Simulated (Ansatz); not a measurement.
Output of an Ansatz run (abridged):

```
WARN ansatz: RAYON_NUM_THREADS=1 ignored (pool sized by the plan → 1); use --threads N
Pseudopotentials: kind: paw
Pseudopotential: Si, paw, valence charge 4
Pseudopotential: Y, paw, valence charge 11
Crystal: 6 atoms, lattice volume = 313.931 Å³
Basis set: ecut = 420 eV, 6171 PW (Γ)
Bands: 25, of which v1, the nominal top of the filled ones, is band 19 counted from 1 (18 counted from 0)
Symmetry: 2 space group operations
Space group: P-1 (ITA 2), of the structure as read, at distance tolerance 6.8e-5 Å
k-points: 32 of 63
PAW frozen core: Si, regenerated for the run's functional, and the local potential with it
PAW frozen core: Y, regenerated for the run's functional, and the local potential with it
Initial density: superposition of atomic densities (neutral atoms: chi_scale 0, normalization atom), corrected by the library's trained network
Initial wavefunctions: pseudopotential atomic-orbital guess
Eigensolver: davidson
Functional: x = slater, c = lda
SCF iter   1: F=—  HF=-9927.194834 eV  |F-HF|=—  |Δ(HF+E_count)|=         —  Δρ=3.30e-3  dr2=2.42e-2  ethr=1.77e-3  ⟨swp⟩=8.6  Hψ=4937  notcnv=0  defer=2
all-band conjugate gradients solve this SCF's bands
preconditioner: auto → LDOS
SCF iter   2: F=—  HF=-9927.191695 eV  |F-HF|=—  |Δ(HF+E_count)|=   3.14e-3  Δρ=7.63e-4  dr2=3.18e-3  ethr=6.37e-5  ⟨swp⟩=2.6  Hψ=1631  notcnv=0  defer=2
SCF iter   3: F=—  HF=-9927.190935 eV  |F-HF|=—  |Δ(HF+E_count)|=   7.59e-4  Δρ=1.87e-4  dr2=2.12e-4  ethr=8.37e-6  ⟨swp⟩=2.4  Hψ=1306  notcnv=0  defer=2
SCF iter   4: F=—  HF=-9927.190892 eV  |F-HF|=—  |Δ(HF+E_count)|=   4.31e-5  Δρ=7.33e-5  dr2=2.80e-5  ethr=5.58e-7  ⟨swp⟩=3.0  Hψ=1525  notcnv=0  defer=2
SCF iter   5: F=—  HF=-9927.191042 eV  |F-HF|=—  |Δ(HF+E_count)|=   1.50e-4  Δρ=2.00e-5  dr2=3.21e-6  ethr=7.36e-8  ⟨swp⟩=2.2  Hψ=1148  notcnv=0  defer=2
SCF iter   6: F=—  HF=-9927.191042 eV  |F-HF|=—  |Δ(HF+E_count)|=   6.15e-8  Δρ=5.51e-6  dr2=1.81e-7  ethr=8.43e-9  ⟨swp⟩=2.2  Hψ=1045  notcnv=0  defer=2
SCF iter   7: F=-9927.191042 eV  HF=-9927.191042 eV  |F-HF|=1.70e-9  |Δ(HF+E_count)|=   4.26e-9  Δρ=1.35e-6  dr2=1.15e-8  ethr=2.63e-10  ⟨swp⟩=12.9  Hψ=4232  notcnv=0
SCF 1 converged in 7 iterations: F = -9927.191042 eV  dr2 = 1.15e-8
SCF converged after 7 iterations
Free energy (F): -9927.191042 eV
Harris-Foulkes:  -9927.191042 eV  (|F-HF|=1.70e-9)
Internal energy: -9927.174038 eV  (E = F + TS)
E sigma→0 (E₀):  -9927.182540 eV
Entropy (-TS):   -0.017004 eV (-2.834 meV/atom)
Fermi energy:    0.768190 eV
--- Per-component energies (eV) ---
  E_band       = -495.325591
  E_kinetic    = 768.431606
  E_local      = -12896.715538  (includes V_loc(G=0)·N_el)
  E_nonlocal   = 214.756544
  E_hartree    = 6062.764035
  E_xc         = -561.661268
  E_vxc        = -584.206705  (∫ρ·V_xc dr)
  E_paw        = -7391.773707  (= ΣΔE_a)
  E_vpaw       = -123.112467  (= ΣTr[D̂ρ^β])
  E_aug_tail   = 0.000029  (compensation charges beyond the density's cutoff)
  E_ewald      = 3876.027766
  E_core_change = 0.996494  (= ΣΔE_core)
  E_smearing   = -0.017004  (= −TS)
  E_closure    = 0.000000  (closes the sum)
  Σ components = -9927.191042   (vs F -9927.191042, Δ=0.00e0)
--- Forces (eV/Å), atoms counted from 1 ---
  atom   1  Si     0.02191203     0.02159685     0.83161338
  atom   2  Si    -0.02191203    -0.02159685    -0.83161338
  atom   3  Si    -0.05841338    -0.05010127    -1.02204405
  atom   4  Si     0.05841338     0.05010127     1.02204405
  atom   5  Y     -0.01406737    -0.01863348    -0.11298887
  atom   6  Y      0.01406737     0.01863348     0.11298887
  max |Σ_I F_I| component: 0.00e0 eV/Å
--- Stress (GPa, compression-positive) ---
       -2.911786      -0.026979      -0.192632
       -0.026979      -2.094468      -0.175681
       -0.192632      -0.175681      -2.837923
  P = ⅓ Tr σ = -2.6147 GPa (-26.147 kbar)
  The stress holds the Pulay correction. Without it, at fixed plane waves, as pw.x and ABINIT print it: P = -2.6248 GPa
--- Band table (eV; the first three rows and the last of 32) ---
  k-point 0: bands = ["-41.5317", "-41.5280", "-21.7241", "-21.6472", "-21.5277", "-21.5170", "-21.5113", "-21.4969", "-10.2885", "-7.9309", "-6.2608", "-3.3680", "-2.2874", "-1.4794", "-1.1748", "-0.5285", "0.2082", "1.3726", "1.4834", "1.5349", [...]
  k-point 1: bands = ["-41.5303", "-41.5269", "-21.7176", "-21.6485", "-21.5388", "-21.5264", "-21.5238", "-21.5143", "-10.0967", "-7.7802", "-6.1601", "-3.9662", "-2.7335", "-1.4256", "-1.1183", "-0.0923", "0.1972", "0.8088", "1.1055", "1.1820", [...]
  k-point 2: bands = ["-41.5268", "-41.5245", "-21.7024", "-21.6566", "-21.5962", "-21.5899", "-21.5155", "-21.5088", "-9.5422", "-7.4720", "-5.9235", "-5.3080", "-2.7257", "-1.7552", "-1.0128", "-0.6322", "-0.4040", "-0.0344", "0.9179", "1.1620", [...]
  k-point 31: bands = ["-41.5197", "-41.5176", "-21.6774", "-21.6636", "-21.6496", "-21.6396", "-21.5774", "-21.5714", "-8.9977", "-7.3150", "-5.6936", "-4.5201", "-3.2879", "-2.1195", "-1.5890", "-1.4117", "-0.6896", "-0.5436", "-0.1650", "0.2651", [...]
```

The structure:

```
CELL_PARAMETERS angstrom
      3.95688     0.00000     0.00000
     -3.95518     3.95688     0.00000
      0.00000     0.00000    20.05070
ATOMIC_POSITIONS crystal
  Si 0.82627 0.78734 0.53096
  Si 0.32144 0.28651 0.46904
  Si 0.83991 0.79416 0.65089
  Si 0.30780 0.27969 0.34912
  Y  0.83309 0.29100 0.59092
  Y  0.31462 0.78285 0.40908
```

Q: Reconstruct the input of this run.

A: Other spellings and defaults could give the same log, and not every line can be read from it. The input that was run (DFT, LDA (PW92), plane waves, default PAW files made with PBE):

Ansatz 0.2 input:
```yaml
crystal:
  lattice:
    - [3.956876, 0.000000, 0.000000]
    - [-3.955177, 3.956875, 0.000000]
    - [0.000000, 0.000000, 20.050703]
  atoms:
    - { symbol: Si, position: [0.826269, 0.787344, 0.530959] }
    - { symbol: Si, position: [0.321441, 0.286511, 0.469041] }
    - { symbol: Si, position: [0.839905, 0.794163, 0.650885] }
    - { symbol: Si, position: [0.307805, 0.279692, 0.349115] }
    - { symbol: Y, position: [0.833087, 0.291003, 0.590922] }
    - { symbol: Y, position: [0.314623, 0.782852, 0.409078] }
basis:
  ecutwfc: 420.0
kpoints:
  mp_grid: { grid: [9, 7, 1] }
hamiltonian:
  xc: lda
  pseudopotentials: { kind: paw }
scf:
  occupations: { method: gaussian, width: 0.1 }
output:
  forces: true
  eigenvalues: true
  stress: true
```

The starting cell comes from a database of computed structures (which also holds hypothetical and non-ambient phases and stackings), without a prior relaxation at this level. The slab is cut from that crystal, and its faces are unrelaxed. Its lattice was rescaled by up to half a per cent. Spin polarisation is off, though cut faces can carry moments; the slab shows no gap. Forces in this geometry exceed 1 eV/Å.

Ansatz is an electronic-structure program.
